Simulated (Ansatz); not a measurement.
Start from CdSe in the zinc blende structure (space group F-43m, No. 216; a = 6.0816 Å).

Structures relaxed with PBEsol/PAW in Ansatz (a quantum-chemistry and plane-wave program), no spin-orbit coupling.

Base:

Simulated powder pattern, Cu Kα, λ = 1.54184 Å (kinematic, ideal powder, no thermal factors, no anomalous dispersion; the 8 strongest lines at most, above 2 %, up to 2θ = 90°):

```json
[
 {"2θ (°)": "25.37", "I/Imax (%)": "100", "hkl": "(111)"},
 {"2θ (°)": "29.37", "I/Imax (%)": "3.2", "hkl": "(200)"},
 {"2θ (°)": "42.02", "I/Imax (%)": "74", "hkl": "(220)"},
 {"2θ (°)": "49.72", "I/Imax (%)": "46", "hkl": "(311)"},
 {"2θ (°)": "60.94", "I/Imax (%)": "12", "hkl": "(400)"},
 {"2θ (°)": "67.08", "I/Imax (%)": "18", "hkl": "(331)"},
 {"2θ (°)": "76.78", "I/Imax (%)": "24", "hkl": "(422)"},
 {"2θ (°)": "82.40", "I/Imax (%)": "14", "hkl": "(511)"}
]
```

Perturbation: hydrostatic tension (pressure −2 GPa).

**Question.** How do the reflections move or split?

**Answer.** 
Simulated powder pattern, Cu Kα, λ = 1.54184 Å (kinematic, ideal powder, no thermal factors, no anomalous dispersion; the 8 strongest lines at most, above 2 %, up to 2θ = 90°):

| 2θ (°) | d (Å) | I/Imax (%) | hkl |
|---|---|---|---|
| 25.00 | 3.562 | 100 | (111) |
| 41.40 | 2.181 | 74 | (220) |
| 48.97 | 1.860 | 47 | (311) |
| 59.99 | 1.542 | 12 | (400) |
| 66.01 | 1.415 | 18 | (331) |
| 75.50 | 1.259 | 24 | (422) |
| 80.99 | 1.187 | 14 | (333) |
| 89.97 | 1.090 | 8.0 | (440) |

The indices refer to the base's conventional cell; one index is shown for lines that coincide.

Load acts through the strain it causes; cell and atoms are relaxed under it. Stability against distortions was not tested.
